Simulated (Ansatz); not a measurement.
Functionals compared on a constructed model of the (100) surface of fcc Pd, a pseudomorphic layer of Mn in the host's stacking (bottom of the slab: a bare face, its two planes held), in Ansatz (plane waves, PAW). The structure was relaxed with PBE; the other rows are single points on it. Cutoff 420 eV.

Set-up: 7 atoms, 12.0 Å thick at the start; mesh 13x13x1; 0.1 eV smearing; dipole correction on; 2 atoms held, the rest relaxed; symmetry of the start imposed; spin-polarised, ending with about 4.8 μB a cell; orders that need a larger cell were not tried, no spin-orbit, no U. It is one candidate, not shown to be the stable structure of the face. These notes are the PBE run's.

| functional | work function of the top face (eV) | magnetic moment of the cell (μB) | rough cost of the single point |
|---|---|---|---|
| PBE | 3.75 | 4.84 | – |
| RPBE | [?] | 4.88 | roughly 50 core-seconds |

**Question.** Some entries are withheld; supply them.

**Answer.** 
- RPBE, work function of the top face (eV): 3.60

Ansatz is a program for electronic structure.
